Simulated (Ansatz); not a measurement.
# Au under a change: isotropic strain +3.00 %

Consider Au in the fcc (Cu type) structure (space group Fm-3m, No. 225; a = 4.083 Å; relaxed with 0.1 eV smearing).

The change: every lattice vector is stretched by 3.00 %, atoms relaxed at fixed cell.

Method: PBEsol, PAW, 420 eV (Ansatz, a quantum-chemistry and plane-wave program; spin-orbit coupling left out). Γ-centred 28×28×28 mesh, Fermi–Dirac width 0.1 eV.

```csv
quantity,base,changed,shift
volume per atom,17.02 Å³,18.59 Å³,+1.578 Å³
space group,Fm-3m (No. 225),Fm-3m (No. 225),–
shortest interatomic distance,5.456 bohr,5.619 bohr,+0.1637 bohr
energy relative to the base (free energy F),0 meV/atom,+65 meV/atom,+65 meV/atom
pressure,0.0 GPa,-12.0 GPa,-12.0 GPa
band gap,zero,zero,–
```

Cost of the whole job for the changed cell (relaxation, final SCF and bands): roughly 20 core-seconds.

Whether these cells are dynamically stable was not tested.
